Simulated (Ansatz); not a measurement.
Take SiC in the zinc blende structure (space group F-43m, No. 216; a = 4.356 Å) as the base. Axes: x, y, z lie along the cube axes.

Method: Kohn–Sham DFT with the r2SCAN functional, run in Ansatz (an electronic-structure program) with PAW and 500 eV plane waves, spin-orbit coupling left out.

Modification: biaxial strain +3.07 %, plane normal [001], relaxed out of plane (Cartesian); in-plane vectors clamped, the third vector and the atoms free.

Q: Estimate the effect on the energy relative to the base.

A: The energy grows by 26 meV/atom.

Q: What happens to the ratio −ε⊥/ε∥?

A: The ratio −ε⊥/ε∥ amounts to 0.67.

Stability against distortions was not tested.
